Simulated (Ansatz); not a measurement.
AlB2-type TiB₂, treated with PBEsol-D3(BJ) (Ansatz, a quantum-chemistry and plane-wave program, PAW).

Run with plane-wave cutoff 520 eV, 24×24×18 k mesh (along the axes of the cell as run), Fermi–Dirac smearing 0.05 eV, no spin polarisation, scalar-relativistic PAW data made under PBE.

A third-order Birch–Murnaghan fit to the energies gives V0 = 8.140 Å³/atom, B0 = 278 GPa, B′ = 3.9.

| V (Å³/atom) | P (GPa) |
|---|---|
| 7.814 | [?] |
| 7.977 | [?] |
| 8.140 | 0.00 |
| 8.303 | [?] |
| 8.466 | [?] |

### Question
Estimate the withheld pressures from this fit; the answers are the runs' own values.

### Answer

- 7.814, P (GPa): 12.27
- 7.977, P (GPa): 5.84
- 8.303, P (GPa): -5.29
- 8.466, P (GPa): -10.09

The formula P = (3/2) B0 (x^(7/3) − x^(5/3)) [1 + (3/4)(B′ − 4)(x^(2/3) − 1)] with x = V0/V meets the computed pressures within 0.04 GPa when these rounded values are put in.

Shape and atoms are relaxed at each volume.

Measured, for comparison: bulk modulus 240 GPa (room temperature, no zero-point or thermal correction, our sources range from 233 to 250; as tabulated in Synthesis of Binary Transition Metal Nitrides, Carbides and Borides from the …). Computed (rounded) less measured: bulk modulus +16 % (+11 % to +19 % over the range).

Note: the bulk modulus comes from volumes at which shape and atoms were relaxed.

The computed numbers hold no vibrational or temperature effects.
